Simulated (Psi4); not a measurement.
Psi4 1.11, WB97X/def2-svp: B(F)(OH)(SiH3) (OB(F)[SiH3]), 8 atoms. The geometry is a generated start, not checked to be a minimum at this level.

task: energy
method: wb97x
basis: def2-svp
memory: 3 GB
maxiter: 100
keys of the molecule block: symmetry c1
scf_type: df (default)
e_convergence: 1e-06 (default)
d_convergence: 1e-06 (default)
dft_radial_points: 75 (default)
dft_spherical_points: 302 (default)
basis functions: 80
grid points: 173020

```xyz
8

B      0.5850    -0.3671     0.4506
F      1.9295    -0.3628     0.2993
O      0.1104    -1.0734     1.4722
H      0.7451    -1.5306     2.0302
Si    -0.5937     0.6234    -0.7869
H     -1.9379     0.8553    -0.2502
H     -0.7800    -0.0864    -2.0627
H     -0.0584     1.9417    -1.1525
```

With the defaults (damping_percentage = 0, diis = true, scf_initial_accelerator = adiis, guess = auto, which took SAD, diis_max_vecs = 10, diis_start = 1) it converges in 8 SCF iterations. One run each on 2 threads, with these changes:
- damping_percentage = 60, diis = false, scf_initial_accelerator = none
- diis_max_vecs = 20
- scf_initial_accelerator = none
- guess = gwh
- guess = huckel
- diis_start = 4
- damping_percentage = 60
- guess = sapgau
- guess = sadno

Which of these changes keep the SCF from converging, or lead it to another solution?

No convergence: damping_percentage = 60; damping_percentage = 60, diis = false, scf_initial_accelerator = none (the run ends without SCF convergence in 100 iterations). The rest reach the solution of the defaults.

| setting | SCF iterations | end |
|---|---|---|
| the defaults | 8 | same solution |
| diis_max_vecs = 20 | 8 | same solution |
| scf_initial_accelerator = none | 8 | same solution |
| guess = sadno | 9 | same solution |
| guess = sapgau | 9 | same solution |
| guess = huckel | 9 | same solution |
| diis_start = 4 | 10 | same solution |
| guess = gwh | 12 | same solution |
| damping_percentage = 60 | 100 | no convergence |
| damping_percentage = 60, diis = false, scf_initial_accelerator = none | 100 | no convergence |
